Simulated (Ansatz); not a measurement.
**Step by step: formation energy of AlNi (CsCl type, Pm-3m) from the elements**

We look at the formation energy of AlNi (CsCl type, Pm-3m) from the elements. Reaction: Ni (fcc) + Al (fcc) → AlNi (CsCl type). Negative: the products are lower in energy. The value is per atom of the solid.

AlNi (CsCl type, Pm-3m), 2 atoms in the cell; spin state with PBE: no moments. Conventional cell: a = b = c = 2.893 Å, α = β = γ = 90.00°.

Ni (fcc, Fm-3m), 1 atom in the cell; spin state with PBE: net moment 0.6 μB a cell.

Ansatz (an electronic-structure program) with PAW potentials; structures come from PBE relaxations, nuclei static, no net charge. Ansatz runs with its PAW set soft_1. Other levels take these structures. The lattices are those relaxed with PBE, so at other levels the solids can be strained, which adds to the spread. A dispersion term (D3(BJ), or D4 for r2SCAN) was computed beside these levels and is taken off wherever the name lacks it. Space groups of crystals are read within 0.01 Å. Spin states are those reached from the starting moments, not proven ground states.

Total energies of the cells in eV, at zero smearing width. They compare only within one column; the weights balance every element.

```
cell              atoms  weight       r2SCAN          LDA
----------------  -----  ------  -----------  -----------
AlNi (CsCl type)      2      +1  -6387.04543  -6287.62278
Ni (fcc)              1      −1  -5845.28238  -5773.33302
Al (fcc)              1      −1   -540.40811   -512.87118
```

r2SCAN: (-6387.04543) − (-5845.28238) − (-540.40811) = -1.355 eV; dividing by 2 atoms gives -0.68 eV/atom.

LDA: (-6287.62278) − (-5773.33302) − (-512.87118) = -1.419 eV; dividing by 2 atoms gives -0.71 eV/atom.

What follows from the r2SCAN value: A formula unit of AlNi has 2 atoms, so it forms with -0.6775 × 2 = -1.355 eV, or -130.7 kJ/mol at 96.485 kJ/mol per eV.
